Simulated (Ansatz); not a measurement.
Effect of tensor shear ε_xy = +1.43 % on HgSe

The reference is HgSe in the zinc blende structure (space group F-43m, No. 216; a = 6.063 Å). Axes: x, y, z lie along the cube axes.

It is then changed as follows: tensor shear ε_xy = +1.43 % (engineering shear γ = 0.0286), atoms relaxed at fixed cell.

All numbers come from LDA (Ansatz, a program for electronic structure), scalar-relativistic without spin-orbit coupling. k-mesh 9×9×9 (Γ-centred); smearing 0.05 eV (Fermi–Dirac).

| quantity | base | changed | shift |
|---|---|---|---|
| volume per atom | 27.86 Å³ | 27.85 Å³ | -0.01 Å³ |
| space group | F-43m (No. 216) | Imm2 (No. 44) | – |
| shortest interatomic distance | 2.625 Å | 2.626 Å | +0.001 Å |
| energy relative to the base (free energy F) | 0 meV/atom | +1.7 meV/atom | +1.7 meV/atom |
| pressure (mean of the normal stresses, compression positive) | 0.0 GPa | 0.0 GPa | 0.0 GPa |
| band gap | zero | zero | – |
| valley order (the lowest conduction-band minima on the path, energy above the VBM, named in the base's zone) | – | Γ 0.04 eV; L along [1-1-1] 0.83 eV; L along [111] 1.06 eV | – |
| largest internal atomic displacement | – | 0.022 Å | – |
| stress (xx, yy, zz, yz, xz, xy; compression positive) (rough) | – | (0.0, 0.0, 0.0, 0.0, 0.0, -0.7) GPa | – |

Final structure:

```xyz
2
Lattice="0.0434 3.0315 3.0315 3.0315 0.0434 3.0315 3.0748 3.0748 0.0000" Properties=species:S:1:pos:R:3 pbc="T T T"
Hg     0.0000     0.0000     0.0217
Se     1.5374     1.5374     1.4941
```

Without a gap, meshes like the base's 9×9×9 leave anisotropic stresses uncertain by several tenths of a GPa, and small strain energies with them. Spin-orbit coupling, missing from the scalar runs, can matter with Hg. The cells carry an imposed strain or load. Stability against distortions was not tested. The final runs are not spin-polarised. Gaps under 0.05 eV, about the width of the smearing, are given as zero. The zero or small gap of HgSe can change with the level of theory.
